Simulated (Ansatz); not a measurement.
Band structure of Ba₂IrO₄ (I4/mmm, 7 atoms in the cell).

```xyz
7
Lattice="-2.0165 2.0165 6.7184 2.0165 -2.0165 6.7184 2.0165 2.0165 -6.7184" Properties=species:S:1:pos:R:3 pbc="T T T"
Ba     0.0000     0.0000     4.7688
Ba     0.0000     0.0000     8.6679
Ir     0.0000     0.0000     0.0000
O      0.0000     2.0165     0.0000
O      2.0165     0.0000     0.0000
O      0.0000     0.0000     2.0721
O      0.0000     0.0000    11.3647
```

Method: LDA (PW92), PAW files made with PBE (plane waves; Ansatz, a quantum-chemistry and plane-wave program).

Settings: basis.ecutwfc = 30.9 Ry; kpoints.mp_grid.grid = 7 7 7; hamiltonian.xc = lda; hamiltonian.pseudopotentials = {kind: paw} (the program's default PAW files); scf.occupations.method = fermi_dirac; scf.occupations.width = 0.0073 Ry; kpoints.band_path.npoints = 8.

The starting cell comes from a database of computed structures (which also holds hypothetical and non-ambient phases and stackings), without a prior relaxation at this level. Spin-orbit coupling is off. Spin polarisation is off; with an odd number of electrons in the cell that forces a metal, and a magnetic state may lie lower.

Levels in eV from the Fermi level, bands 28 to 35:
```tsv
point	28	29	30	31	32	33	34	35
Γ	-2.01	-2.01	-0.88	-0.88	-0.44	1.31	2.62	3.15
X	-1.84	0.34	0.35	0.42	2.77	3.22	3.87	4.87
Y	-1.85	0.31	0.31	0.37	2.80	3.21	3.88	4.96
S	-2.08	-0.94	-0.30	-0.10	0.51	3.47	4.08	4.54
Z	-1.91	-1.91	-0.69	-0.69	-0.44	1.43	1.93	3.84
S1	-2.08	-0.94	-0.30	-0.10	0.51	3.47	4.08	4.54
N	-2.10	-0.95	-0.26	-0.08	0.52	3.59	4.22	4.34
P	-1.92	0.34	0.34	0.45	3.21	3.24	3.24	4.86
Y1	-1.85	0.31	0.31	0.37	2.80	3.21	3.88	4.96
```

Bands cross the Fermi level along this path, so the cell is metallic at this level.

Keys are those of Ansatz 0.2.
